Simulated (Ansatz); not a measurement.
Worked example: self-consistent single point of CaGe2Ru2 (I4mm, 5 atoms in the cell) in Ansatz (an electronic-structure program).

Method: PBEsol, default PAW files made with PBE (plane waves; Ansatz).

```yaml
crystal:
  lattice:
    - [-2.13697, 2.13697, 4.99934]
    - [2.13697, -2.13697, 4.99934]
    - [2.13697, 2.13697, -4.99934]
  atoms:
    - { symbol: Ca, position: [0.00500, 0.00500, 0.00000] }
    - { symbol: Ge, position: [0.36627, 0.36627, 0.00000] }
    - { symbol: Ge, position: [0.63373, 0.63373, 0.00000] }
    - { symbol: Ru, position: [0.75000, 0.25000, 0.50000] }
    - { symbol: Ru, position: [0.25000, 0.75000, 0.50000] }
```

Reference input (self-consistent single point, DFT, PBEsol, plane waves, default PAW files made with PBE): basis.ecutwfc = 420 eV; kpoints.mp_grid.grid = 8 8 8; hamiltonian.xc = pbesol; hamiltonian.pseudopotentials = {kind: paw} (the program's default PAW files); scf.occupations.method = gaussian; scf.occupations.width = 0.1 eV. This run's input differs from it in these lines:

Ansatz 0.2 input:
```diff
@@ -15,3 +15,3 @@
 kpoints:
-  mp_grid: { grid: [8, 8, 8] }
+  mp_grid: { grid: [13, 13, 13] }
 hamiltonian:
@@ -20,3 +20,3 @@
 scf:
-  occupations: { method: gaussian, width: 0.1 }
+  occupations: { method: cold, width: 0.3 }
 output:
```

The program printed (abridged):

```
SCF iter   1: F=—  HF=-21936.236413 eV  |F-HF|=—  |Δ(HF+E_count)|=         —  Δρ=5.66e-3  dr2=3.03e-2  ethr=1.77e-3  ⟨swp⟩=6.1  Hψ=30566  notcnv=0
all-band conjugate gradients solve this SCF's bands
preconditioner: auto → Kerker (q_TF=auto, 2.610 Å⁻¹)
SCF iter   2: F=—  HF=-21936.230652 eV  |F-HF|=—  |Δ(HF+E_count)|=   5.76e-3  S|Δr|=    0.00e0  Δρ=3.20e-3  dr2=1.15e-2  ethr=4.33e-5  ⟨swp⟩=2.1  Hψ=15662  notcnv=0
   [... lines left out ...]
SCF iter   6: F=—  HF=-21936.228347 eV  |F-HF|=—  |Δ(HF+E_count)|=   1.35e-5  S|Δr|=    0.00e0  Δρ=5.30e-5  dr2=3.56e-6  ethr=5.90e-8  ⟨swp⟩=2.1  Hψ=12998  notcnv=0
SCF iter   7: F=—  HF=-21936.228346 eV  |F-HF|=—  |Δ(HF+E_count)|=   6.34e-7  S|Δr|=    0.00e0  Δρ=1.12e-5  dr2=1.71e-7  ethr=5.09e-9  ⟨swp⟩=2.0  Hψ=12798  notcnv=0
SCF iter   8: F=-21936.228346 eV  HF=-21936.228346 eV  |F-HF|=5.42e-9  |Δ(HF+E_count)|=   3.08e-8  S|Δr|=    0.00e0  Δρ=3.12e-6  dr2=1.09e-8  ethr=1.43e-10  ⟨swp⟩=8.4  Hψ=31120  notcnv=0
SCF 1 converged in 8 iterations: F = -21936.228346 eV  dr2 = 1.09e-8
Stability not checked (fill_not_monotonic)
Free energy (F): -21936.228346 eV
Internal energy: -21936.292428 eV  (E = F + TS)
E sigma→0 (E₀):  -21936.249707 eV
Entropy (-TS):   0.064082 eV (12.816 meV/atom)
Fermi energy:    13.298515 eV
--- Forces (eV/Å), atoms counted from 1 ---
  atom   1  Ca     0.00000000    -0.00000000    -0.13189601
  atom   2  Ge    -0.00000000     0.00000000    -0.04979024
  atom   3  Ge     0.00000000     0.00000000     0.09176065
  atom   4  Ru     0.00000000    -0.00000000     0.04496259
  atom   5  Ru    -0.00000000    -0.00000000     0.04496259
--- Stress (GPa, compression-positive) ---
       -3.909812       0.000000      -0.000000
        0.000000      -3.909812      -0.000000
       -0.000000      -0.000000      -2.807808
  P = ⅓ Tr σ = -3.5425 GPa (-35.425 kbar)
  The stress holds the Pulay correction. Without it, at fixed plane waves, as pw.x and ABINIT print it: P = -3.5723 GPa
```

The run converged in 8 iterations. Against the reference run the free energy goes up by 3.8 meV/atom, the pressure goes from -3.38 to -3.54 GPa and the largest force moves little (0.135 to 0.132 eV/Å).

The starting cell comes from a database of computed structures (which also holds hypothetical and non-ambient phases and stackings), without a prior relaxation at this level. Its lattice was rescaled by up to half a per cent. One atom was moved a little off its site on purpose. Spin polarisation is off. With a pressure of about -4 GPa the cell is away from its equilibrium volume at this level. Ansatz's pressure includes its estimate of the finite-basis (Pulay) stress.

Cost on one core of a shared machine: roughly 60 s.
